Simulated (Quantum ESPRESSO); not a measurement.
# How a calculation on SiSb₃ (P1, 8 atoms in the cell) responds to its settings

```xyz
8
Lattice="6.4497 0.0000 0.0000 -3.2248 5.5856 0.0000 0.0000 0.0000 5.5622" Properties=species:S:1:pos:R:3 pbc="T T T"
Si     3.2452     1.9194     1.4221
Si     0.0243     3.7950     4.1874
Sb     1.7062     0.8984     4.1754
Sb     1.4509     4.6097     1.3596
Sb    -0.0602     1.9471     1.3250
Sb     3.2355     3.5740     4.1082
Sb     4.7423     0.9901     4.2193
Sb    -1.4448     4.6086     1.4519
```

Base run A: PBEsol, GBRV 1.5 ultrasoft (PBESOL) pseudopotentials in Quantum ESPRESSO 7.5, self-consistent single point.

Its settings: ecutwfc = 40 Ry; ecutrho = 200 Ry; occupations = smearing; smearing = gauss; degauss = 0.0073499 Ry; potentials = {Si: si_pbesol_v1.uspp.F.UPF, Sb: sb_pbesol_v1.4.uspp.F.UPF}; K_POINTS = automatic 3 3 3 0 0 0; conv_thr = 1e-10 Ry.

The starting cell comes from a database of computed structures (which also holds hypothetical and non-ambient phases and stackings), without a prior relaxation at this level. Its atoms were displaced at random from the sites of space group no. 194. The run gives no clean gap (levels at the Fermi energy touch, overlap or are partly filled at this smearing), which alone does not show that the compound is a metal. Without a gap this mesh is coarse (it stands for a supercell whose shortest vector is 17 Å).

ΔF is the free energy per atom less that of run A. 

Runs:
- B: degauss: 0.0073499 Ry → 0.0036749 Ry
- C: degauss: 0.0073499 Ry → 0.02205 Ry
- D: smearing: gauss → fd; degauss: 0.0073499 Ry → 0.0036749 Ry
- E: smearing: gauss → fd
- F: smearing: gauss → mp; degauss: 0.0073499 Ry → 0.0036749 Ry
- G: smearing: gauss → mp; degauss: 0.0073499 Ry → 0.0147 Ry
- H: smearing: gauss → cold
- I: smearing: gauss → cold; degauss: 0.0073499 Ry → 0.0147 Ry
- J: occupations: smearing → tetrahedra_opt; smearing: gauss → default; degauss: 0.0073499 Ry → default

| run | ΔF (meV/atom) | pressure (GPa) | largest force (eV/Å) |
|---|---|---|---|
| A | 0.00 | -1.55 | 0.470 |
| B | 1.48 | -1.50 | 0.492 |
| C | -15.6 | -1.76 | 0.478 |
| D | -1.29 | -1.57 | 0.470 |
| E | -10.8 | -1.70 | 0.474 |
| F | 1.97 | -1.49 | 0.511 |
| G | 2.0 | -1.55 | 0.462 |
| H | 1.87 | -1.48 | 0.461 |
| I | 1.90 | -1.58 | 0.452 |
| J | 41.4 | -1.34 | 0.345 |

Run F against A: The free energy goes up by 2.0 meV/atom, the pressure moves little (-1.55 to -1.49 GPa) and the largest force goes from 0.470 to 0.511 eV/Å.

Run I against A: The free energy rises by 1.9 meV/atom, the pressure hardly changes (-1.55 to -1.58 GPa) and the largest force goes from 0.470 to 0.452 eV/Å.

Run C against A: The free energy goes down by 15.6 meV/atom, the pressure goes from -1.55 to -1.76 GPa and the largest force moves little (0.470 to 0.478 eV/Å).
